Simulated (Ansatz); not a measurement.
Base system: HfB2 (space group P6/mmm, No. 191; a = 3.1457 Å, c = 3.4863 Å; relaxed with 0.1 eV smearing). Axes: x lies along a and z along c of the hexagonal cell.

Method: PBE, PAW, 420 eV (Ansatz, a quantum-chemistry and plane-wave program; scalar-relativistic without spin-orbit coupling).

Modification: uniaxial strain ε_zz = +2.00 %, all other strain components held at zero, atoms relaxed at fixed cell.

Task: What does the calculation give for the stress after the change?

Result: The stress (xx, yy, zz, yz, xz, xy; compression positive) comes out as (-2.2, -2.2, -8.4, 0.0, 0.0, 0.0) GPa.

Task: Predict the new energy relative to the base.

Result: The energy grows by 5.3 meV/atom.

No phonon test of stability was made. All final runs are without spin polarisation.
